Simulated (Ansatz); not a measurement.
# A computed series for Si: element substitutions

The parent structure is Si in the diamond structure (space group Fd-3m, No. 227; a = 5.444 Å).

Each row replaces one element on all its sites; cell and atoms are relaxed.

Method: r2SCAN (Ansatz, a first-principles code), no spin-orbit coupling, earlier PAW set.

Candidates:
(a) Si → Al
(b) Si → P
(c) Si → Ir

Base values:

```
Item                Value
---------------  --------
Volume per atom  20.17 Å³
```

### Question
Order them by volume per atom, highest first.

### Answer
(a) Si → Al (27.36 Å³), (c) Si → Ir (21.09 Å³), (b) Si → P (20.03 Å³)

Stability against distortions was not tested. As relaxed here, Al, P and Ir are hypothetical phases, not in the database extracts checked. The final runs are not spin-polarised.
